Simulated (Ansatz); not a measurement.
The parent structure is BN (space group P6_3/mmc, No. 194; a = 2.500 Å, c = 6.412 Å; layered, stacked along the Cartesian z axis).

All numbers come from PBEsol-D3(BJ) (Ansatz, a first-principles code), without spin-orbit coupling.

Before the change:

* **Width of the top valence band**: 3.30 eV
* **Smallest direct gap**: 4.49 eV

Perturbation: every lattice vector is stretched by 2.40 %; the atoms relax in the strained cell.

Problem. Estimate the effect on the energy relative to the base.

Solution. The energy increases by 34 meV/atom.

Problem. How does this affect the width of the top valence band?

Solution. The width of the top valence band decreases by 0.134 eV, from 3.30 eV to 3.16 eV.

Problem. How does this affect the smallest direct gap?

Solution. The smallest direct gap shrinks by 0.10 eV (4.49 eV → 4.39 eV).

Whether these cells are dynamically stable was not tested.
